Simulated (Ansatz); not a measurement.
Density of states of MoS₂ (P6_3/mmc) above the conduction band minimum, Ansatz (a quantum-chemistry and plane-wave program) with PBEsol+D3BJ, rigid bands; cell volume 98.0 Å³.

```csv
energy from edge (eV),10⁻³ states/eV/cell
0.006,113
0.031,261
0.056,359
0.081,442
0.106,519
0.131,593
0.156,663
0.181,732
0.206,802
0.231,878
0.256,952
0.281,1020
0.319,1140
0.344,1230
0.369,1310
0.394,1410
0.419,1510
0.444,1630
0.469,1790
0.494,1940
0.519,2210
0.544,2880
0.569,3070
0.594,3390
```

Q: What effective density of states at 300 K does this give (∫ g(E) exp(−E/k_BT) dE, both spins, divided by the cell's size)?

A: 5.7e19 cm⁻³, a density-of-states mass of 1.73 mₑ, valleys and band degeneracy included.

Spin-orbit coupling is left out. Geometry: cell and atoms relaxed with PBEsol+D3(BJ).
